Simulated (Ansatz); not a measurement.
## Thermal expansion of Si3N4 (P6_3/m, relaxed from the beta-Si3N4 type)

Method: quasi-harmonic approximation, DFT at the PBEsol level (Ansatz, a program for electronic structure); phonon mesh 2×2×4, k mesh 4×4×8. Dynamical quadrupoles are not included in the interpolation of the phonons between the solved wave vectors.

```
T (K)  α_a (10⁻⁶/K)  α_c (10⁻⁶/K)  C_P (J/mol/K)  bulk modulus B_T (GPa)      γ
-----  ------------  ------------  -------------  ----------------------  -----
50              0.0           0.0            3.0                     236  -0.33
100            -0.2           0.1           19.4                     236  -0.13
150            -0.1           0.3           40.9                     236   0.02
200             0.1           0.7           61.2                     236   0.16
250             0.5           1.1           79.4                     236   0.28
300             0.9           1.5           95.0                     235   0.37
350             1.3           1.9          108.0                     235   0.44
400             1.7           2.3          118.6                     234   0.49
450             1.9           2.6          127.3                     233   0.53
500             2.2           2.8          134.3                     233   0.56
550             2.4           3.0          140.1                     232   0.58
600             2.6           3.2          144.8                     231   0.60
650             2.7           3.4          148.7                     230   0.61
700             2.9           3.5          152.0                     230   0.63
750             3.0           3.6          154.7                     229   0.64
800             3.1           3.7          157.1                     228   0.64
850             3.2           3.8          159.1                     227   0.65
900             3.3           3.9          160.8                     226   0.66
950             3.3           3.9          162.3                     226   0.66
1000            3.4           4.0          163.7                     225   0.67
```

```
Item                                                       Result
---------------------------------------  ------------------------
conventional lattice constants at 300 K  a = 7.643 Å, c = 2.918 Å
entropy at 300 K                                   65.4 J/(mol K)
adiabatic bulk modulus at 300 K                           235 GPa
bulk modulus without vibrations                           242 GPa
zero-point volume expansion                                0.71 %
```

Zero-point expansion is included. Terms beyond the volume dependence of harmonic modes are not.

No phase change or melting is allowed for: the numbers belong to this structure as given.

The PAW data sets were generated under PBE and serve the other functionals too.
